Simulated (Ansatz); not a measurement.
Structures of equal composition on the (113) surface of germanium: 1 pair of surface atoms bonded, Si on all surface atoms, no caps; 1 pair of surface atoms bonded, Si on all atoms bonded under the surface atoms, no caps. The slabs share one bottom face, and each structure is named by its start. These are constructed structures in small cells; real faces may alloy, dewet or reconstruct in larger ones, and not all known structures of the face are among them. Slabs of about 14 Å with all that they carry, Fermi-Dirac smearing of 0.025 eV. Bottom of the slabs: built like the top, H on every dangling bond, free. Relaxed from the named starts with such symmetry as they have, on meshes of like density; energies extrapolated to zero smearing; no spin-orbit coupling, no U. Spin-polarised runs, if any, are marked in brackets, and their order is one that fits the cell; the others ran without spin. Where a second, spin-polarised start was run, the lower counts.

Level of theory: PBE (plane waves to 420 eV, PAW; Ansatz, an electronic-structure program).

Task: Order them by energy per 1x1 cell (lowest first) at the level PBE.

Result: 1 pair of surface atoms bonded, Si on all atoms bonded under the surface atoms, no caps (0.000 eV, gap 0.45 eV on the mesh), 1 pair of surface atoms bonded, Si on all surface atoms, no caps (0.402 eV, gap 0.51 eV on the mesh)
